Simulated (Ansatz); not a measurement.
Results of PBEsol (PAW; Ansatz, a first-principles code) for BaCu2S2 (Pnma, No. 62).

Run with plane-wave cutoff 520 eV, 4×8×4 k mesh (along the axes of the cell as run), Fermi–Dirac smearing 0.01 eV, no spin polarisation, scalar-relativistic PAW data made under PBE.

Computed at the level's own relaxed cell.

What does this level give for the band gap?


* **band gap**: 0.97 eV (on the SCF k mesh)

Note: the relaxation could not lower the start's symmetry, so the cell can be a saddle point above a distorted one; the volume lies 6 % below that of the published cell.

Spin–orbit coupling is not included.

Cost on a shared machine: about 24 core-minutes (a rough figure).
